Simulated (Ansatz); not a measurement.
Take ZnGeAs2 in the chalcopyrite structure (space group I-42d, No. 122; a = 5.655 Å, c = 11.187 Å) as the base. Axes: x, y, z lie along a, b, c of the conventional cell.

All numbers come from PBEsol (Ansatz, an electronic-structure program, PAW, no spin-orbit coupling).

Strains are applied to the cell and any free atomic positions relax; under biaxial strain the out-of-plane vector relaxes too.

One change was made to it. Results:

The pressure (mean of the normal stresses, compression positive) decreases by 1.884 GPa, from 0.01 GPa to -1.88 GPa; the shortest interatomic distance increases by 2.7 pm to 246.3 pm.

**Question.** Which of these changes matches the shifts?
(A) biaxial strain +1.50 %, plane normal [001], relaxed out of plane
(B) biaxial strain +0.75 %, plane normal [001], relaxed out of plane
(C) biaxial strain +3.00 %, plane normal [001], relaxed out of plane

**Answer.** C, biaxial strain +3.00 %, plane normal [001], relaxed out of plane. For comparison, the pressure in the other runs: biaxial strain +0.75 %, plane normal [001], relaxed out of plane gives -0.51 GPa; biaxial strain +1.50 %, plane normal [001], relaxed out of plane gives -1.0 GPa.

No phonon test of stability was made. The final runs are not spin-polarised.
